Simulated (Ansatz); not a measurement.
Data:

End structure of Br on the 1x1 (0001) surface of hcp Ru, one in a 2x2 cell, started at the site 'hollow Ru-Ru-Ru over Ru at depth 2.1 Å':

```yaml
crystal:
  lattice:
    - [5.44280, 0.00000, 0.00000]
    - [-2.72140, 4.71360, 0.00000]
    - [0.00000, 0.00000, 25.50000]
  atoms:
    - { symbol: Ru, position: [0.33333, 0.16667, 0.37633] }
    - { symbol: Ru, position: [0.33333, 0.66667, 0.37633] }
    - { symbol: Ru, position: [0.83333, 0.16667, 0.37633] }
    - { symbol: Ru, position: [0.83333, 0.66667, 0.37633] }
    - { symbol: Ru, position: [0.16667, 0.33333, 0.45766] }
    - { symbol: Ru, position: [0.16667, 0.83333, 0.45766] }
    - { symbol: Ru, position: [0.66667, 0.33333, 0.45766] }
    - { symbol: Ru, position: [0.66667, 0.83333, 0.45766] }
    - { symbol: Ru, position: [0.33333, 0.16667, 0.54185] }
    - { symbol: Ru, position: [0.33240, 0.66620, 0.54276] }
    - { symbol: Ru, position: [0.83380, 0.16760, 0.54276] }
    - { symbol: Ru, position: [0.83380, 0.66620, 0.54276] }
    - { symbol: Ru, position: [0.16791, 0.33209, 0.62401] }
    - { symbol: Ru, position: [0.16791, 0.83581, 0.62401] }
    - { symbol: Ru, position: [0.66419, 0.33209, 0.62401] }
    - { symbol: Ru, position: [0.66667, 0.83333, 0.62236] }
    - { symbol: Br, position: [0.33333, 0.16667, 0.70627] }
```

Set-up: 17 atoms, 6.3 Å thick at the start under the adsorbate (thin: gaps and levels are the slab's own); mesh 6x6x1; 0.1 eV smearing; dipole correction on; single point; on the structure that PBE left under its start's symmetry; no spin, no spin-orbit, no U, no dispersion correction. At the end it is bonded to 3 Ru. In PBE it is, or lies within 0.03 eV of, the lowest of the starts that converged; the order may differ at this level.

A negative adsorption energy means that the adsorbate is more stable on the surface than in its reference.

Task: What is the computed change of the step from the bottom to the top vacuum level, against the clean slab (Ansatz (a program for electronic structure) with r2SCAN, at the PBE geometry)?

Result: -0.33 eV

Task: Predict the work function of the top face from r2SCAN, at the PBE geometry.

Result: 4.61 eV

Task: Give the change of the work function at the level r2SCAN, at the PBE geometry.

Result: -0.39 eV

Task: What adsorption energy against ½ Br2(g) at the same level does r2SCAN, at the PBE geometry give?

Result: -2.55 eV
